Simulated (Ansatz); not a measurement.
Consider interstitial B in 2H silicon carbide, charge state +3. The step: a direct jump of one B atom; the atom moves 1.31 Å along (-0.40, -0.20, -0.15) of the unit cell; the moving atom starts with neighbours 3 C at 1.61; 3 Si at 2.13 Å and ends with 2 C at 1.59, C at 1.62; Si at 1.97, 2 Si at 2.09 Å. DFT values are from Ansatz (plane-wave PAW, 420 eV unless said) in a cell of 72 host sites, spin-restricted, static, with no finite-size correction. The host's phase is taken as given; its stability against other phases was not computed. The charge state is imposed; whether it is stable for some Fermi level was not computed. Sites that were not tried may lie lower. For the PBE band: the saddle point's order was not checked, and it lies on a symmetry element of the cell, where a band can be held.

```tsv
Level	Forward barrier (eV)	Cost of the band or of the saddle's single point
CHGNet universal potential (has no charge state), its own band	0.44	-
PBE, the Γ point alone, band relaxed	0.93	around 8 core-minutes (rough)
PBE, a 2×2×2 k-point mesh shifted by half a step along c, same geometries	0.93	very roughly 90 core-seconds
r2SCAN at 500 eV, the Γ point alone, same geometries	0.97	about 70 core-seconds (a rough figure)
```

Ansatz is a first-principles code.
